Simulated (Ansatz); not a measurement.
```
CELL_PARAMETERS angstrom
     24.00000     0.00000     0.00000
      0.00000    23.50000     0.00000
      0.00000     0.00000     6.85705
ATOMIC_POSITIONS crystal
  In 0.25724 0.46462 0.03391
  P  0.22863 0.44303 0.37786
  In 0.25724 0.53538 0.53391
  P  0.22863 0.55697 0.87786
  In 0.34862 0.30298 0.03391
  P  0.31600 0.28848 0.37786
  In 0.32049 0.39415 0.47835
  P  0.32446 0.39650 0.86105
  In 0.32049 0.60585 0.97835
  P  0.32446 0.60350 0.36105
  In 0.34862 0.69702 0.53391
  P  0.31600 0.71152 0.87786
  In 0.40862 0.26760 0.53391
  P  0.41263 0.23150 0.87786
  In 0.41398 0.44928 0.98132
  P  0.41068 0.44733 0.35973
  In 0.41398 0.55072 0.48132
  P  0.41068 0.55267 0.85973
  In 0.40862 0.73240 0.03391
  P  0.41263 0.76850 0.37786
  In 0.50000 0.28831 0.97835
  P  0.50000 0.29299 0.36105
  In 0.50000 0.39856 0.48132
  P  0.50000 0.39466 0.85973
  In 0.50000 0.60144 0.98132
  P  0.50000 0.60534 0.35973
  In 0.50000 0.71169 0.47835
  P  0.50000 0.70701 0.86105
  In 0.59138 0.26760 0.53391
  P  0.58737 0.23150 0.87786
  In 0.58602 0.44928 0.98132
  P  0.58932 0.44733 0.35973
  In 0.58602 0.55072 0.48132
  P  0.58932 0.55267 0.85973
  In 0.59138 0.73240 0.03391
  P  0.58737 0.76850 0.37786
  In 0.65138 0.30298 0.03391
  P  0.68400 0.28848 0.37786
  In 0.67951 0.39415 0.47835
  P  0.67554 0.39650 0.86105
  In 0.67951 0.60585 0.97835
  P  0.67554 0.60350 0.36105
  In 0.65138 0.69702 0.53391
  P  0.68400 0.71152 0.87786
  In 0.74276 0.46462 0.03391
  P  0.77137 0.44303 0.37786
  In 0.74276 0.53538 0.53391
  P  0.77137 0.55697 0.87786
```

All values below come from PBE (plane waves to 420 eV, PAW; Ansatz, a first-principles code). Mesh 1×1×6. No spin polarisation, so a magnetic state wasn't tested. Periodic along z alone, with about 11 Å of vacuum beside it. An idealised model, cut from the bulk lattice. Symmetry and one short period hold its shape; lower forms weren't sought. Values not marked SOC lack spin–orbit coupling.

Question: Tabulate the two highest filled and two lowest empty levels along the axis, from the valence top.

Answer: 
```
k (2π/c)  v2 (eV)  v1 (eV)  c1 (eV)  c2 (eV)
--------  -------  -------  -------  -------
0.000       -0.05     0.00     1.46     1.99
0.042       -0.05    -0.03     1.49     1.99
0.083       -0.06    -0.06     1.58     1.98
0.125       -0.08    -0.08     1.71     1.95
0.167       -0.11    -0.11     1.85     1.89
0.208       -0.15    -0.15     1.83     1.83
0.250       -0.21    -0.21     1.79     1.79
0.292       -0.28    -0.28     1.76     1.76
0.333       -0.34    -0.34     1.76     1.76
0.375       -0.39    -0.39     1.79     1.79
0.417       -0.41    -0.41     1.85     1.85
0.458       -0.43    -0.43     1.92     1.92
0.500       -0.44    -0.44     1.99     1.99
```
